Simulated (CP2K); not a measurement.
CP2K run on Ge (Fd-3m, 2 atoms in the cell): self-consistent single point.

Computed with LDA (Pade form), GPW, DZVP-MOLOPT-SR-GTH basis, GTH-PADE potentials (GTH_POTENTIALS) in CP2K 2026.2.

```
Ge
1.0
    4.03680     0.00000     0.00000
    2.01840     3.49597     0.00000
    2.01840     1.16532     3.29603
Ge
2
Direct
  0.50000   0.50000   0.50000
  0.75000   0.75000   0.75000
```

Reference input (self-consistent single point, DFT PBE, GPW, DZVP-MOLOPT-SR-GTH basis, GTH-PBE potentials (GTH_POTENTIALS)): CUTOFF = 400 Ry; REL_CUTOFF = 40 Ry; SMEAR/METHOD = FERMI_DIRAC; ELECTRONIC_TEMPERATURE = 580.23 K; KPOINTS/SCHEME = MONKHORST-PACK 13 13 13; XC_FUNCTIONAL = PBE; Ge/BASIS_SET = DZVP-MOLOPT-SR-GTH; Ge/POTENTIAL = GTH-PBE-q4; METHOD = GPW; EPS_DEFAULT = 1e-10; NGRIDS = 5; SCF_GUESS = ATOMIC. This run's input differs from it in these lines:

```diff
@@ -42,3 +42,3 @@
     &XC
-      &XC_FUNCTIONAL PBE
+      &XC_FUNCTIONAL PADE
       &END XC_FUNCTIONAL
@@ -74,3 +74,3 @@
       BASIS_SET DZVP-MOLOPT-SR-GTH
-      POTENTIAL GTH-PBE-q4
+      POTENTIAL GTH-PADE-q4
     &END KIND
```

Output (repeated stretches shortened):

```
 SCF WAVEFUNCTION OPTIMIZATION

  Step     Update method      Time    Convergence         Total energy    Change
     1 NoMix/Diag. 0.20E+00      -     0.41400231        -8.0327920395 -8.03E+00
     2 Broy./Diag. 0.20E+00      -     0.00262470        -7.9789152731  5.39E-02
     3 Broy./Diag. 0.20E+00      -     0.00898837        -7.9657596918  1.32E-02
     4 Broy./Diag. 0.20E+00      -     0.00023108        -7.9910509949 -2.53E-02
     5 Broy./Diag. 0.20E+00      -     0.00061703        -7.9836523909  7.40E-03
     6 Broy./Diag. 0.20E+00      -     0.00000885        -7.9828239962  8.28E-04
     7 Broy./Diag. 0.20E+00      -     0.00003893        -7.9828976023 -7.36E-05
     8 Broy./Diag. 0.20E+00      -     0.00000015        -7.9829237912 -2.62E-05
  *** SCF run converged in     8 steps ***

  Overlap energy of the core charge distribution:               0.00000001305820
  Self energy of the core charge distribution:                -16.71672840141500
  Core Hamiltonian energy:                                      3.82614751468823
  Hartree energy:                                               7.22676589832965
  Exchange-correlation energy:                                 -2.31908894013429
  Electronic entropic energy:                                  -0.00001987571327
  Fermi energy:                                                 0.14549037118350

  Total energy:                                                -7.98292379121273
  Total energy (extrapolated to T->0):                         -7.98291385335610

                     Mulliken Population Analysis

   [... lines left out ...]

 STRESS| Analytical stress tensor [bar]
 STRESS|                        x                   y                   z
 STRESS|      x       -3.87507898488E+04   3.23273983663E-03   2.28589270251E-03
 STRESS|      y        3.23273983663E-03  -3.87509308263E+04   2.67044195445E-01
 STRESS|      z        2.28589270251E-03   2.67044195445E-01  -3.87507074732E+04
 STRESS| 1/3 Trace                                            -3.87508093827E+04
```

The run converged in 8 iterations. Against the reference run the pressure goes from 2.45 to -3.88 GPa.

The starting cell comes from a database of computed structures (which also holds hypothetical and non-ambient phases and stackings), without a prior relaxation at this level. Its lattice was rescaled by a random factor within 2.5 % of one. Values carry the incompleteness of an atom-centred basis. With a pressure of about -4 GPa the cell is away from its equilibrium volume at this level.
